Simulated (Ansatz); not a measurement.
## Carrier properties of InP under load (space group R3m)

Data:

```yaml
crystal:
  lattice:
    - [0.04500, 2.97169, 2.97169]
    - [2.97169, 0.04500, 2.97169]
    - [2.97169, 2.97169, 0.04500]
  atoms:
    - { symbol: In, position: [0.00122, 0.00122, 0.00122] }
    - { symbol: P, position: [0.24878, 0.24878, 0.24878] }
```

These are PBEsol with spin-orbit coupling, rigid bands (plane waves, PAW; Ansatz, a quantum-chemistry and plane-wave program) values and carry that method's errors. Condition of this run: uniaxial stress along [111] of -2 GPa (compression positive) (the target of the relaxation). Cell: cell and atoms relaxed with PBEsol, then loaded as said.

* **band gap**: 0.43 eV
* **electron conductivity mass (300 K, dilute)**: 0.052 mₑ
* **hole conductivity mass (300 K, dilute)**: 0.47 mₑ
* **effective density of states N_c (300 K)**: 2.6e17 cm⁻³
* **effective density of states N_v (300 K)**: 1.1e19 cm⁻³
* **density-of-states mass, electrons**: 0.048 mₑ
* **density-of-states mass, holes**: 0.59 mₑ
* **Seebeck coefficient, n-type 1e19 cm⁻³, 300 K**: -42 μV/K
* **Seebeck coefficient, p-type 1e19 cm⁻³, 300 K**: 289 μV/K

Rigid bands; masses and Seebeck coefficients take one relaxation time τ for all states and one kind of carrier; polarons and phonon drag are left out.
